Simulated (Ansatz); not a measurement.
The starting structures come from a database of crystals and need not be the phases stable at ambient conditions.

Data:

```xyz
10
Lattice="5.1432 0.0000 0.0000 -2.5716 4.4542 0.0000 2.5716 1.4847 4.6292" Properties=species:S:1:pos:R:3 pbc="T T T"
Rh     2.5716     1.4847     2.5348
Rh     2.5716     4.4542     2.0944
Rh     5.1432     2.9694     4.4090
Rh     0.0000     2.9694     0.2202
O      1.8005     2.8203     1.1573
O      3.3427     3.1185     3.4719
O     -0.7711     4.6033     1.1573
O      5.9143     1.3356     3.4719
O      4.1139     1.4847     1.1573
O      1.0294     4.4542     3.4719
```

Space group of this cell: R-3c, corundum. The cell is taken as given; by r2SCAN its mean pressure is -0.7 GPa.

Transport runs along the normal of the first two printed cell vectors, the (001) plane of the conventional cell.

No gap correction and no spin-orbit coupling; mid-gap values are interpolated between computed energies.

Problem. Give the band gap and the smallest decay constant κ at mid-gap that r2SCAN run with Ansatz (an electronic-structure program) yields.

Solution. Gap 0.98 eV on a 8×8×8 mesh; κ = 0.303 1/Å, at (0.250, 0.000) of the in-plane reciprocal vectors. At the zone centre, at the nearest computed energy, the slowest state has κ = 0.39 1/Å.
